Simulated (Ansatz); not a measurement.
This Ansatz (a first-principles code) input is the reference run, Cu$_{3}$N (space group Pm-3m, No. 221), computed with Ansatz, PBEsol, PAW, cutoff 420 eV, no spin-orbit coupling, earlier PAW set:

Ansatz 0.2 input:
```yaml
crystal:
  lattice:
    - [3.7647779804, 0, 0]
    - [0, 3.7647779804, 0]
    - [0, 0, 3.7647779804]
  atoms:
    - { symbol: N, position: [0, 0, 0] }
    - { symbol: Cu, position: [0.5, 0, 0] }
    - { symbol: Cu, position: [0, 0, 0.5] }
    - { symbol: Cu, position: [0, 0.5, 0] }
basis: { ecutwfc: 420, ecutrho_ratio: 4, xc_grid: 2, fft_grid_basis: typed }
kpoints: { mp_grid: { grid: [12, 12, 12] } }
hamiltonian:
  xc: pbesol
  dispersion: none
  pseudopotentials: { azcp: { folder: ./paw }, kind: paw }
scf: { occupations: { method: fermi_dirac, width: 0.05 }, convergence: { dr2_threshold: 0.0000000004 } }
output: { forces: true, stress: true }
checkpoint: { write: state.ck, write_every: 1000 }
```

Task: Write the input for this change: compressive biaxial strain of 1.22 % in the plane normal to [110], as in epitaxy on a mismatched substrate; the out-of-plane cell vector and the atoms relax.

Result: 
Ansatz 0.2 input:
```yaml
crystal:
  lattice:
    - [3.718847689, 0, 0]
    - [0, 5.2592448382, 0]
    - [0, 2.6296224191, 2.6783388498]
  atoms:
    - { symbol: N, position: [0, 0, 0] }
    - { symbol: Cu, position: [0, 0, 0.5] }
    - { symbol: Cu, position: [0.5, 0, 0] }
    - { symbol: Cu, position: [0, 0.5, 0.5] }
basis: { ecutwfc: 420, ecutrho_ratio: 4, xc_grid: 2, fft_grid_basis: typed }
kpoints: { mp_grid: { grid: [12, 12, 12] } }
hamiltonian:
  xc: pbesol
  dispersion: none
  pseudopotentials: { azcp: { folder: ./paw }, kind: paw }
scf: { occupations: { method: fermi_dirac, width: 0.05 } }
relax: { f_tol: 0.005, max_steps: 50, cell: { stress_tol: 0.01, fix: [a, b, gamma] } }
output: { forces: true, stress: true }
checkpoint: { write: state.ck, write_every: 1000 }
```
This is the input that was run; other choices of cell and start would serve too.

No phonon test of stability was made. The final runs are not spin-polarised.
